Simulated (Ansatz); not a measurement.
CsCl-type RuAl was calculated with r²SCAN in Ansatz (plane waves, PAW).

Numerical settings: plane-wave cutoff 600 eV, 22×22×22 k mesh, Fermi–Dirac smearing 0.06 eV (set by the program), no spin polarisation, scalar-relativistic PAW data made under PBE.

Computed at the level's own relaxed cell.

Elastic tensor (GPa, Voigt notation, ions relaxed):

```
  346.7   158.0   158.0     0.0     0.0     0.0
  158.0   346.7   158.0     0.0     0.0     0.0
  158.0   158.0   346.7     0.0     0.0     0.0
    0.0     0.0     0.0   137.0     0.0     0.0
    0.0     0.0     0.0     0.0   137.0     0.0
    0.0     0.0     0.0     0.0     0.0   137.0
```

**Question.** Work out the Voigt, Reuss and Hill averages of the bulk and shear moduli, Young's modulus and Poisson's ratio from the printed constants.

**Answer.** K_V = [C11 + C22 + C33 + 2(C12 + C13 + C23)]/9 = [1040.1 + 2 × 474.0]/9 = 220.9 GPa. G_V = [1040.1 − 474.0 + 3 × 411.0]/15 = 119.9 GPa. From the compliances S = C⁻¹, K_R = 220.9 and G_R = 116.0 GPa. Hill means: K = 220.9, G = 118.0 GPa. E = 9KG/(3K + G) = 300 GPa, ν = (3K − 2G)/(6K + 2G) = 0.27, K/G = 1.87.

Ansatz is an electronic-structure program.
